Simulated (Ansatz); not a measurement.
Start from MgO in the rock salt structure (space group Fm-3m, No. 225; a = 4.2141 Å).

Modification: every Mg is replaced by Sr, then cell and atoms are relaxed.

Levels (all Ansatz, a quantum-chemistry and plane-wave program, PAW): PBEsol (420 eV, no SOC); r2SCAN (500 eV, no SOC); HSE06 (420 eV, no spin-orbit coupling).

One geometry, relaxed with PBEsol, under each level:

```csv
level,band gap,lowest conduction level above the VBM at special points,electron mass,pressure
PBEsol,3.20 eV,X 3.20 eV; Γ 3.93 eV; K 4.74 eV; U 4.74 eV,"1.2 mₑ along k, 0.39 mₑ across (at X)",-0.1 kbar
r2SCAN,3.79 eV,X 3.79 eV; Γ 4.75 eV; K 5.34 eV; U 5.34 eV,"1.2 mₑ along k, 0.40 mₑ across (at X)",21.4 kbar
HSE06,?,?,–,–
```

Task: Give the withheld HSE06 results.

Result: 
- HSE06, band gap: 4.79 eV
- HSE06, lowest conduction level above the VBM at special points: X 4.79 eV; Γ 5.59 eV; K 6.38 eV

Single points use the geometry relaxed with PBEsol. Their cutoffs differ, which shifts pressures a little. HSE06 gaps are upper bounds (no full band path). Masses are band curvatures over ±0.01 Å⁻¹ around the edge. Along k means along the line from Γ to the band edge. Stability against distortions was not tested.
